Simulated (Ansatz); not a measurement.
Base system: LiCl in the rock salt structure (space group Fm-3m, No. 225; a = 5.064 Å). Axes: x, y, z lie along the cube axes.

The values are results of plane-wave PAW DFT at the PBEsol level (Ansatz, a first-principles code, 420 eV), no spin-orbit coupling, not measurements.

Strains are applied to the cell and any free atomic positions relax; under biaxial strain the out-of-plane vector relaxes too.

One change was made to it. Results:

The band gap drops by 0.06 eV (6.35 eV → 6.29 eV); the pressure (mean of the normal stresses, compression positive) goes from zero to -0.21 GPa; the volume per atom rises by 0.102 Å³ to 16.34 Å³.

### Question
Which of these changes matches the shifts?
A) biaxial strain +0.42 %, plane normal [111], relaxed out of plane
B) biaxial strain −0.83 %, plane normal [111], relaxed out of plane
C) biaxial strain +1.67 %, plane normal [111], relaxed out of plane
D) biaxial strain +2.08 %, plane normal [111], relaxed out of plane
E) biaxial strain −0.42 %, plane normal [111], relaxed out of plane

### Answer
A, biaxial strain +0.42 %, plane normal [111], relaxed out of plane. For comparison, the band gap in the other runs: biaxial strain −0.42 %, plane normal [111], relaxed out of plane gives 6.37 eV; biaxial strain +2.08 %, plane normal [111], relaxed out of plane gives 6.04 eV; biaxial strain −0.83 %, plane normal [111], relaxed out of plane gives 6.39 eV; biaxial strain +1.67 %, plane normal [111], relaxed out of plane gives 6.10 eV.

Stability against distortions was not tested.
